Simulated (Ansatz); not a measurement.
free sheet of monolayer 1H WS2: W16S32, 3 atomic planes, area 141 Å², cell height 16.1 Å with vacuum; both faces free, started from the relaxed sheet, in-plane cell fixed at 1.000 times the relaxed lattice. The numbers are results of PBE (plane waves, PAW; Ansatz, a first-principles code), not measurements. Mean temperature 895 K, 5.8 ps sampled after 2.1 ps of Langevin dynamics; k-points: Γ only; no spin polarisation or spin-orbit coupling.

A denser in-plane k-mesh moves the forces of one frame by 0.04 eV/Å rms. Bonds are counted up to S-W 2.78 Å; heights count from the centre of mass.

| plane (from the bottom) | atoms | start height (Å) | mean height (Å) | spread of site heights (Å) | rms motion, normal (Å) | rms motion, in plane (Å) | in-plane shift from the start (Å) | coordination |
|---|---|---|---|---|---|---|---|---|
| 1 | S16 | -1.57 | -1.58 | 0.00 | 0.11 | 0.10 | 0.01 | 3.0 |
| 2 | W16 | 0.00 | … | … | … | … | … | … |
| 3 | S16 | 1.57 | … | … | … | … | … | … |

What belongs in the gaps?


- 3, mean height (Å): 1.58
- 3, spread of site heights (Å): 0.00
- 3, rms motion, normal (Å): 0.10
- 3, rms motion, in plane (Å): 0.10
- 3, in-plane shift from the start (Å): 0.00
- 3, coordination: 3.0
- 2, mean height (Å): 0.00
- 2, spread of site heights (Å): 0.00
- 2, rms motion, normal (Å): 0.10
- 2, rms motion, in plane (Å): 0.06
- 2, in-plane shift from the start (Å): 0.00
- 2, coordination: 6.0
